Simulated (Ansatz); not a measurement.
Defect migration in wurtzite AlN: Sc-vacancy pair (Sc on one host Al site, one Al site vacant), charge state -3. The step: Sc and the vacancy change places (Sc-vacancy distance between ideal sites 3.09 Å throughout); the atom moves 2.83 Å along (0.62, 0.31, 0.45) of the unit cell; the moving atom starts with neighbours N at 1.98, N at 2.07, 2 N at 2.08 Å and ends with N at 1.92, 2 N at 2.06, N at 2.20 Å. DFT values are from Ansatz (plane-wave PAW, 420 eV unless said) in a cell of 72 host sites, spin-restricted, static, with no finite-size correction. The charge state is imposed; whether it is stable for some Fermi level was not computed. Forms of the defect that were not tried may lie lower. The start lies 0.27 eV above the lowest site run (PBE). For the PBE band: the saddle point's order was not checked, and it lies on a symmetry element of the cell, where a band can be held.

```csv
Level,Forward barrier (eV),Cost of the band or of the saddle's single point
"CHGNet universal potential (has no charge state), its own band",0.89,-
"PBE, the Γ point alone, band relaxed",1.41,around 3 core-minutes (rough)
"PBE, a 2×2×2 k-point mesh shifted by half a step along c, same geometries",1.30,roughly 40 core-seconds
"r2SCAN at 500 eV, the Γ point alone, same geometries",[?],roughly 27 core-seconds
```

Fill in the missing entries.


- r2SCAN at 500 eV, the Γ point alone, same geometries, Forward barrier (eV): 1.55

Ansatz is a program for electronic structure.
